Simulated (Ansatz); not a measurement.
AlRu: response to strain

The reference is AlRu in the CsCl type structure (space group Pm-3m, No. 221; a = 2.983 Å). Axes: x, y, z lie along the cube axes.

Strains are applied to the cell and any free atomic positions relax.

All numbers come from Ansatz (a first-principles code) r2SCAN, no spin-orbit coupling.

Candidates:
(a) strain tensor (xx, yy, zz, yz, xz, xy) = (−0.77, −1.04, −1.37, +0.49, −1.00, +0.33) %
(b) uniaxial strain ε_xx = −0.97 %
(c) uniaxial strain ε_yy = −1.28 %

Notes on the quantities. energy relative to the base: free energy F.

### Question
Order them by energy relative to the base, highest first.

### Answer
(a) strain tensor (xx, yy, zz, yz, xz, xy) = (−0.77, −1.04, −1.37, +0.49, −1.00, +0.33) % (+13 meV/atom), (c) uniaxial strain ε_yy = −1.28 % (+2.4 meV/atom), (b) uniaxial strain ε_xx = −0.97 % (+1.4 meV/atom)

Without a gap, meshes like the base's 16×16×16 leave anisotropic stresses uncertain by several tenths of a GPa, and small strain energies with them. Stability against distortions was not tested. The final runs are not spin-polarised.
